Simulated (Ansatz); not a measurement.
## Quick settings and what they miss: VSi2 (P6_222, 9 atoms in the cell)

Self-consistent single point.

```
CELL_PARAMETERS angstrom
      4.45317     0.00000     0.00000
     -2.22659     3.85656     0.00000
      0.00000     0.00000     6.20516
ATOMIC_POSITIONS crystal
  V  0.00000 0.50000 0.16667
  V  0.50000 0.00000 0.50000
  V  0.50000 0.50000 0.83333
  Si 0.83751 0.67501 0.50000
  Si 0.16250 0.83751 0.83333
  Si 0.32499 0.16250 0.16667
  Si 0.16250 0.32499 0.50000
  Si 0.83751 0.16250 0.83333
  Si 0.67501 0.83751 0.16667
```

Method of the run: LDA (PW92), default PAW files made with PBE (plane waves; Ansatz, a first-principles code).

Base settings: basis.ecutwfc = 420 eV; kpoints.mp_grid.grid = 9 9 6; hamiltonian.xc = lda; hamiltonian.pseudopotentials = {kind: paw} (the program's default PAW files); scf.occupations.method = fermi_dirac; scf.occupations.width = 0.05 eV.

Tight run (finer mesh or higher cutoff; not a proven limit): basis.ecutwfc: 420 eV → 590 eV; kpoints.mp_grid.grid: 9 9 6 → 13 13 9; scf.convergence.dr2_threshold: default (1e-07 eV) → 1e-09 eV. It gave Fermi level (on the code's own zero) 15.03 eV; pressure 6.03 GPa; largest force (vector length) 0.139 eV/Å.

Quick runs, as changes from the base:
- A: the base itself
- B: basis.ecutwfc: 420 eV → 250 eV; kpoints.mp_grid.grid: 9 9 6 → 3 3 3; scf.convergence.dr2_threshold: default (1e-07 eV) → 0.0001 eV
- C: basis.ecutwfc: 420 eV → 335 eV; kpoints.mp_grid.grid: 9 9 6 → 6 6 6; hamiltonian.xc: lda → pbesol [PBEsol]
- D: basis.ecutwfc: 420 eV → 210 eV; kpoints.mp_grid.grid: 9 9 6 → 2 2 2; scf.occupations.method: fermi_dirac → gaussian; scf.occupations.width: 0.05 eV → 0.272 eV

Energies are extrapolated to zero smearing width, which holds to low order in the width alone.

Dashes: energy of C, another energy zero.

† marks runs with another functional, U, potentials or spin treatment: their distance from the tight run is not a convergence error alone.

The count of work is k-points × plane waves × bands × iterations; it is no time. 

Pressures in the table are Ansatz's without its Pulay estimate, at a fixed set of plane waves; the tight run's value above holds the estimate.

The starting cell comes from a database of computed structures (which also holds hypothetical and non-ambient phases and stackings), without a prior relaxation at this level. Its lattice was rescaled by a random factor within 2.5 % of one. Spin polarisation is off. In the base run, with a pressure of about 6 GPa the cell is away from its equilibrium volume at this level.

```tsv
run	energy less tight (meV/atom)	pressure less tight (GPa)	largest miss in a force vector (eV/Å)	count of work / tight
A	1.2	-0.03	0.000	0.24
B	546.2	-39.23	0.074	0.012
C†	–	2.29	0.014	0.087
D	1637.5	-101.01	0.353	0.0070
```

Among the runs at the tight run's level, the energy misses run from 1.2 to 1637.5 meV/atom.

Left out of this page: 1 run of the series unsound by tests on forces, stress, charge or solver warnings; 1 run of the series with a known weakness of the program.

Keys are those of Ansatz 0.2.
